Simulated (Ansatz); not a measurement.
AlN (model structure, Fm-3m, No. 225, 6 atoms in the cell; like a known high-pressure phase), treated with r²SCAN (plane waves, PAW; Ansatz, a program for electronic structure).

Settings: plane-wave cutoff 560 eV, 12×12×6 k mesh (along the axes of the cell as run), Fermi–Dirac smearing 0.01 eV, scalar-relativistic PAW data made under PBE.

Computed at the level's own relaxed cell.

```yaml
crystal:
  lattice:
    - [2.85510, 0.00000, 0.00000]
    - [-1.42755, 2.47259, 0.00000]
    - [0.00000, 0.00000, 6.99355]
  atoms:
    - { symbol: Al, position: [0.66666, 0.00000, 0.66667] }
    - { symbol: Al, position: [0.00000, 0.66666, 0.33333] }
    - { symbol: Al, position: [0.33334, 0.33334, 0.00000] }
    - { symbol: N, position: [0.66667, 0.00000, 0.16667] }
    - { symbol: N, position: [0.00000, 0.66667, 0.83333] }
    - { symbol: N, position: [0.33333, 0.33333, 0.50000] }
```

Q: List the 15 lowest band energies at Γ above −25 eV (eV, relative to the valence band maximum), grouping those that round alike.

A: At Γ: -18.43, -16.35 (×2), -6.36 (×2), -0.90 (×4), 0.00 (×3), 6.53, 7.35 (×2).

A model structure was made by putting elements into a prototype or built by hand; it is no filed structure, need not be a known phase, and can be a saddle point held by its symmetry.
